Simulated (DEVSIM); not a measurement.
abrupt Si n-p junction

Device: abrupt Si n-p junction, at 300 K.

```tsv
layer (left to right)	material	thickness (μm)	Nd (cm⁻³)	Na (cm⁻³)	τn (s)	τp (s)
1	Si	30.0	3.9e14	-	2.7e-6	2.7e-6
2	Si	0.480	-	1.5e14	2.7e-6	2.7e-6
```

Left contact: ohmic. Right contact: ohmic. Voltage is applied to the left contact. Recombination: SRH at mid-gap. Gap narrowing is on: ΔEg = 6.92 meV × (l + √(l² + 0.5)), l = ln(N/1.3e17 cm⁻³), shared equally by both band edges. Mobility is μmin + (μ − μmin)/(1 + (N/Nref)^α).

The device is made up for the run: typed textbook-type constants, with dimensions and the other settings drawn at random. Values at 300 K.

| parameter | Si |
|---|---|
| gap (eV) | 1.124 |
| affinity (eV) | 4.05 |
| permittivity | 11.7 |
| Nc (cm⁻³) | 2.86e19 |
| Nv (cm⁻³) | 3.1e19 |
| μn (cm²/Vs) | 1417 |
| μp (cm²/Vs) | 470 |
| μn,min | 52 |
| μp,min | 45 |
| Nref,n | 9.7e16 |
| Nref,p | 2.2e17 |
| αn | 0.68 |
| αp | 0.72 |

Simulated with DEVSIM: 1D drift-diffusion, Boltzmann statistics, complete ionisation; no tunnelling, impact ionisation, image-force lowering or self-heating.

| Item | Value |
|---|---|
| Potential step across the device at zero bias | 0.518 V |
| Largest field in the device at zero bias | 5500 V/cm |
| Dark forward voltage at 1 A/cm² | 0.432 V |

Small-signal capacitance in reverse bias (quasi-static):

```csv
V (V),C (nF/cm²)
0.2,6.42
0.5,5.46
1,4.52
1.5,3.94
2,3.54
3,3.00
4,2.66
5,2.41
6.5,2.14
8,1.94
10,1.75
```

Dark forward current:

(V (V), J (A/cm²)): (-0.05, -4.4e-6); (-0.10, -3.2e-5); (-0.15, -0.00020); (-0.20, -0.0012); (-0.30, -0.041); (-0.35, -0.19); (-0.40, -0.61); (-0.45, -1.3); (-0.50, -2.3); (-0.55, -3.4); (-0.60, -4.6); (-0.70, -7.3); (-0.75, -8.7); (-0.80, -10); (-0.85, -12); (-0.90, -13); (-0.95, -15); (-1.05, -19); (-1.10, -21); (-1.15, -22); (-1.20, -25); (-1.25, -27); (-1.30, -29); (-1.35, -31); (-1.45, -35); (-1.50, -38); (-1.55, -40); (-1.60, -43)
